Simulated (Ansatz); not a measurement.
System: ScOF (P2₁/c, No. 14, 12 atoms in the cell; start mp-4661). Method: dielectric-dependent PBEsol hybrid in Ansatz (plane waves, PAW).

Settings: plane-wave cutoff 460 eV, 4×4×4 k mesh, Fermi–Dirac smearing 0.01 eV, scalar-relativistic PAW data made under PBE.

Cell (relaxed with PBEsol):

```cif
data_F4O4Sc4
_chemical_formula_sum 'Sc4 O4 F4'
_space_group_name_H-M_alt 'P21/c'
_space_group_IT_number 14
_space_group_name_Hall '-P 2ybc'
_cell_length_a 5.15356
_cell_length_b 5.12450
_cell_length_c 5.21327
_cell_angle_alpha 90.000
_cell_angle_beta 99.977
_cell_angle_gamma 90.000
loop_
_atom_site_label
_atom_site_type_symbol
_atom_site_symmetry_multiplicity
_atom_site_Wyckoff_symbol
_atom_site_fract_x
_atom_site_fract_y
_atom_site_fract_z
_atom_site_occupancy
Sc1 Sc 4 e 0.69171 0.47203 0.28800 1
O1 O 4 e 0.45638 0.24616 0.48817 1
F1 F 4 e 0.05718 0.67289 0.34102 1
```

**Question.** Predict the band gap, smallest direct gap on the k points sampled and Γ–Γ gap.

**Answer.** 
- band gap: 7.32 eV (on the SCF k mesh) (indirect)
- smallest direct gap on the k points sampled: 7.47 eV
- Γ–Γ gap: 7.63 eV

Note: cell and atoms aren't relaxed at this level (largest force component 0.08 eV/Å, pressure -2.5 GPa).

Computed values are for the static lattice.

The result took very roughly 13 core-minutes.

A start named mp-… is a Materials Project structure, which need not be a measured phase.

Ansatz is a first-principles code.
